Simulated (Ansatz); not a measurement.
## A short convergence ladder for Cs₂PdCl₄ (P4mm, 7 atoms in the cell)

```
Cs2PdCl4
1.0
    7.53176     0.00000     0.00000
    0.00000     7.53176     0.00000
    0.00000     0.00000     4.68752
Cs Pd Cl
2 1 4
Direct
  0.00000   0.50000   0.50000
  0.50000   0.00000   0.50000
  0.00000   0.00000   0.01067
  0.21866   0.21866   0.00000
  0.78134   0.78134   0.00000
  0.78134   0.21866   0.00000
  0.21866   0.78134   0.00000
```

Base method: LDA (PW92), default PAW files made with PBE (plane waves; Ansatz, a program for electronic structure).

Base settings: basis.ecutwfc = 420 eV; kpoints.mp_grid.grid = 4 4 5; hamiltonian.xc = lda; hamiltonian.pseudopotentials = {kind: paw} (the program's default PAW files); scf.occupations.method = fixed.

**The width of Fermi-Dirac smearing**

In this ladder: scf.occupations.method = fermi_dirac.

The mesh stays at the base's, so the ladder's end is converged at best in this setting alone.

Only quantities that move along the ladder and can be compared are tabulated.

```csv
scf.occupations.width,free energy less the last step's (meV/atom),pressure (GPa),largest difference of a force vector from the last step's (eV/Å)
1 eV,-429.13,0.16,1.160
0.5 eV,-68.78,-1.52,0.472
0.2 eV,-1.57,-2.36,0.029
0.1 eV,-0.01,-2.41,0.000
0.02 eV,0.00,-2.41,0.000
```

Widest scf.occupations.width that holds the forces within 0.01 eV/Å of the last step, with all finer ones: 0.1 eV; the step before is off by 0.029 eV/Å.

Widest scf.occupations.width that holds the free energy within 5 meV/atom of the last step, with all finer ones: 0.2 eV; the step before is off by 69 meV/atom.

Widest scf.occupations.width that holds the pressure within 0.5 GPa of the last step, with all finer ones: 0.2 eV; the step before is off by 0.89 GPa.

On the base run: the starting cell comes from a database of computed structures (which also holds hypothetical and non-ambient phases and stackings), without a prior relaxation at this level. Its lattice was rescaled by up to half a per cent. One atom was moved a little off its site on purpose. Ansatz's pressure includes its estimate of the finite-basis (Pulay) stress.

Keys are those of Ansatz 0.2.
